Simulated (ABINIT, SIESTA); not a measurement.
A SIESTA input for a self-consistent single point of TaN (Fm-3m, 2 atoms in the cell) (DFT, LDA PW92, numerical atomic orbitals TZP, PseudoDojo LDA standard norm-conserving potentials (rewritten from UPF to PSML)):

```
# files in the folder: Ta.psml N.psml (PseudoDojo LDA standard)
SystemName  TaN
SystemLabel siesta

NumberOfAtoms                2
NumberOfSpecies              2
%block ChemicalSpeciesLabel
  1 73 Ta
  2 7 N
%endblock ChemicalSpeciesLabel
LatticeConstant              1.0 Ang
%block LatticeVectors
     0.000000000    2.211325000    2.211325000
     2.211325000    0.000000000    2.211325000
     2.211325000    2.211325000    0.000000000
%endblock LatticeVectors
AtomicCoordinatesFormat      Ang
%block AtomicCoordinatesAndAtomicSpecies
     2.211325000    2.211325000    2.211325000  1
     0.000000000    0.000000000    0.000000000  2
%endblock AtomicCoordinatesAndAtomicSpecies

XC.functional                LDA
XC.authors                   PW92
PAO.BasisSize                TZP
PAO.EnergyShift              0.01 Ry
MeshCutoff                   350 Ry
%block kgrid.MonkhorstPack
    9   0   0  0.0
    0   9   0  0.0
    0   0   9  0.0
%endblock kgrid.MonkhorstPack
OccupationFunction           MP
OccupationMPOrder            0
ElectronicTemperature        2320.9 K

MaxSCFIterations             150
SCF.Mixer.Method             Pulay
SCF.Mixer.Weight             0.25
SCF.Mixer.History            6
SCF.DM.Tolerance             1.0E-05
Diag.ParallelOverK           true
WriteForces                  true
```

### Question
Write the same calculation as an input for ABINIT.

### Answer
One input that does it (others would too):

```
# TaN, PseudoDojo nc-sr-04 LDA standard
pp_dirpath "./"
pseudos "Ta.upf, N.upf"
acell 3.1272858058 3.1272858058 3.1272858058 Angstrom
rprim
        -0.0000000000    0.7071067812    0.7071067812
         0.7071067812   -0.0000000000    0.7071067812
         0.7071067812    0.7071067812   -0.0000000000
natom 2
ntypat 2
znucl 73 7
typat 1 2
xred
         0.5000000000    0.5000000000    0.5000000000
         0.0000000000    0.0000000000    0.0000000000
ecut 42
ixc 7
occopt 7
tsmear 0.2 eV
nband 14
kptopt 1
ngkpt 9 9 9
nshiftk 1
shiftk 0 0 0
nstep 80
toldfe 1.0e-09
prtwf 0
prtden 0
enunit 2
```

Basis settings and potentials, where a program has them, do not carry over. This input uses DFT, LDA (PW92), plane waves, norm-conserving pseudopotentials (PseudoDojo nc-sr-04 LDA standard). LDA parametrisations can differ slightly between programs. Both were run: pressure -17.41 GPa in SIESTA and -19.44 in ABINIT.

On SIESTA: the starting cell comes from a database of computed structures (which also holds hypothetical and non-ambient phases and stackings), without a prior relaxation at this level. Spin polarisation is off. Values carry the incompleteness of an atom-centred basis. With a pressure of about -17 GPa the cell is away from its equilibrium volume at this level.

On ABINIT: the starting cell comes from a database of computed structures (which also holds hypothetical and non-ambient phases and stackings), without a prior relaxation at this level. Spin polarisation is off. With a pressure of about -19 GPa the cell is away from its equilibrium volume at this level.
